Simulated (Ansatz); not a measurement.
Take LaF3 (space group P6_3/mmc, No. 194; a = 4.129 Å, c = 7.287 Å) as the base.

Level of theory: PBEsol, PAW, 420 eV (Ansatz, a program for electronic structure; no spin-orbit coupling).

Before the change:

Lattice parameter a: 412.9 pm

It is then changed as follows: cell and atoms relaxed at a pressure of 0.7 GPa.

Task: How does this affect the lattice parameter a?

Result: The lattice parameter a decreases by 0.8 pm (412.9 pm → 412.1 pm).

Load acts through the strain it causes; cell and atoms are relaxed under it. Whether these cells are dynamically stable was not tested.
